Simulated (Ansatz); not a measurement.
The reference is PbS in the zinc blende structure (space group F-43m, No. 216; a = 6.648 Å; a hypothetical phase, not in the database extracts checked).

(Cell as relaxed with PBE.)

Levels (all Ansatz, an electronic-structure program, PAW): PBE (420 eV, no spin-orbit coupling); PBEsol (420 eV, no spin-orbit coupling).

Each level relaxes its own structure.

| base | PBE | PBEsol |
|---|---|---|
| volume per atom | 36.72 Å³ | 35.01 Å³ |
| lattice parameter a | 12.563 bohr | 12.364 bohr |
| band gap | 0.84 eV | 0.63 eV |

It is then changed as follows: cell and atoms relaxed at a pressure of 5 GPa.

| quantity | PBE | PBEsol |
|---|---|---|
| shift of the gap caused by the change | -0.30 eV | -0.32 eV |
| volume per atom | 32.82 Å³ | 31.56 Å³ |
| band gap | 0.54 eV | 0.31 eV |

PBE's shift of the gap caused by the change lies 0.02 eV above PBEsol's; PBE's volume per atom lies 1.251 Å³ above PBEsol's (4.0 %); PBE's band gap lies 0.23 eV above PBEsol's. Neither level is exact; PBEsol is the comparison here, not a measurement.

Spin-orbit coupling, missing from the scalar runs, can matter with Pb. Load acts through the strain it causes; cell and atoms are relaxed under it. Whether these cells are dynamically stable was not tested. No other phases were tried under pressure.
